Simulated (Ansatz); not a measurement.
Ansatz (a program for electronic structure) run on LiBr (Fm-3m, 2 atoms in the cell): self-consistent single point.

Method: PBE (plane waves, PAW; Ansatz).

The change in words: lattice scaled by 0.98. Reference geometry:
```
CELL_PARAMETERS angstrom
      0.00000     2.75999     2.75999
      2.75999     0.00000     2.75999
      2.75999     2.75999     0.00000
ATOMIC_POSITIONS crystal
  Li 0.00000 0.00000 0.00000
  Br 0.50000 0.50000 0.50000
```

Reference input (self-consistent single point, DFT, PBE, plane waves, default PAW files): kpoints.mp_grid.grid = 10 10 10; hamiltonian.xc = pbe; hamiltonian.pseudopotentials = {kind: paw} (the program's default PAW files); scf.occupations.method = fermi_dirac; scf.occupations.width = 0.02 eV. This run's input differs from it in these lines:

```diff
@@ -3,5 +3,5 @@
   lattice:
-    - [0.000000, 2.759991, 2.759991]
-    - [2.759991, 0.000000, 2.759991]
-    - [2.759991, 2.759991, 0.000000]
+    - [0.000000, 2.704791, 2.704791]
+    - [2.704791, 0.000000, 2.704791]
+    - [2.704791, 2.704791, 0.000000]
   atoms:
```

Log, with long lists cut:

```
SCF iter   1: F=—  HF=-2990.948571 eV  |F-HF|=—  |Δ(HF+E_count)|=         —  Δρ=3.43e-4  dr2=7.22e-5  ethr=1.77e-3  ⟨swp⟩=7.3  Hψ=3214  notcnv=0
all-band conjugate gradients solve this SCF's bands
preconditioner: auto → none
SCF iter   2: F=—  HF=-2990.948555 eV  |F-HF|=—  |Δ(HF+E_count)|=   1.56e-5  Δρ=2.02e-4  dr2=2.55e-5  ethr=7.22e-7  ⟨swp⟩=3.4  Hψ=1270  notcnv=0
SCF iter   3: F=—  HF=-2990.948561 eV  |F-HF|=—  |Δ(HF+E_count)|=   6.32e-6  Δρ=2.15e-4  dr2=2.79e-5  ethr=2.55e-7  ⟨swp⟩=2.0  Hψ=611  notcnv=0
SCF iter   4: F=—  HF=-2990.948554 eV  |F-HF|=—  |Δ(HF+E_count)|=   7.30e-6  Δρ=1.24e-4  dr2=9.05e-6  ethr=2.55e-7  ⟨swp⟩=1.0  Hψ=423  notcnv=0
SCF iter   5: F=—  HF=-2990.948551 eV  |F-HF|=—  |Δ(HF+E_count)|=   2.98e-6  Δρ=4.45e-5  dr2=1.14e-6  ethr=9.05e-8  ⟨swp⟩=2.0  Hψ=578  notcnv=0
SCF iter   6: F=-2990.948551 eV  HF=-2990.948551 eV  |F-HF|=4.00e-8  |Δ(HF+E_count)|=   4.04e-7  Δρ=9.99e-6  dr2=5.58e-8  ethr=1.00e-9  ⟨swp⟩=3.3  Hψ=1647  notcnv=0
SCF 1 converged in 6 iterations: F = -2990.948551 eV  dr2 = 5.58e-8
Free energy (F): -2990.948551 eV
Internal energy: -2990.948551 eV  (E = F + TS)
E sigma→0 (E₀):  -2990.948551 eV
Fermi energy:    5.107491 eV
--- Forces (eV/Å), atoms counted from 1 ---
  atom   1  Li    -0.00000000     0.00000000     0.00000000
  atom   2  Br     0.00000000    -0.00000000    -0.00000000
--- Stress (GPa, compression-positive) ---
        1.619111      -0.000000       0.000000
       -0.000000       1.619111       0.000000
        0.000000      -0.000000       1.619111
  P = ⅓ Tr σ = 1.6191 GPa (16.191 kbar)
  The stress holds the Pulay correction. Without it, at fixed plane waves, as pw.x and ABINIT print it: P = 1.6108 GPa
```

The run converged in 6 iterations. Against the reference run the free energy goes up by 5.4 meV/atom, the pressure goes from -0.12 to 1.62 GPa and the gap on the mesh goes from 4.891 to 5.162 eV.

The starting cell comes from a database of computed structures (which also holds hypothetical and non-ambient phases and stackings), without a prior relaxation at this level. Its lattice was rescaled by a random factor within 2.5 % of one. For this run, on top of that: lattice scaled by 0.98. Ansatz's pressure includes its estimate of the finite-basis (Pulay) stress.

Keys are those of Ansatz 0.2.
